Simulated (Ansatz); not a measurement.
## How far PBE-D3(BJ) and r2SCAN+rVV10 part for Bi2Se3, pressure 7.5 GPa

Consider Bi2Se3 in the Bi2Te3 type structure (space group R-3m, No. 166; a = 4.144 Å, c = 28.448 Å (hexagonal axes)).

(Cell as relaxed with PBE-D3(BJ).)

Levels (all Ansatz, an electronic-structure program, PAW): PBE-D3(BJ) (420 eV, no spin-orbit coupling); r2SCAN+rVV10 (500 eV, no spin-orbit coupling).

Each level relaxes its own structure.

```tsv
base	PBE-D3(BJ)	r2SCAN+rVV10
volume per atom	28.21 Å³	29.02 Å³
lattice parameter a	4.144 Å	4.145 Å
band gap	0.16 eV	0.60 eV
```

Perturbation: a hydrostatic pressure of 7.5 GPa.

```json
[
 {"quantity": "band gap", "PBE-D3(BJ)": "zero", "r2SCAN+rVV10": "___"},
 {"quantity": "c/a ratio", "PBE-D3(BJ)": "6.747", "r2SCAN+rVV10": "___"},
 {"quantity": "shortest interatomic distance", "PBE-D3(BJ)": "2.805 Å", "r2SCAN+rVV10": "___"}
]
```

Q: Predict the r2SCAN+rVV10 column.

A: 
- band gap, r2SCAN+rVV10: 0.22 eV
- c/a ratio, r2SCAN+rVV10: 6.815
- shortest interatomic distance, r2SCAN+rVV10: 2.798 Å

They disagree on the band gap; PBE-D3(BJ)'s c/a ratio lies 0.068 below r2SCAN+rVV10's; PBE-D3(BJ)'s shortest interatomic distance lies 0.007 Å above r2SCAN+rVV10's (0.3 %). Neither level is exact; r2SCAN+rVV10 is the comparison here, not a measurement.

Spin-orbit coupling, missing from the scalar runs, can matter with Bi. Load acts through the strain it causes; cell and atoms are relaxed under it. Whether these cells are dynamically stable was not tested. No other phases were tried under pressure. All final runs are without spin polarisation. Gaps under 0.05 eV, about the width of the smearing, are given as zero. A zero or small gap of Bi2Se3 and Bi2Se3 under pressure 7.5 GPa can be the functional's error rather than a property of the material.
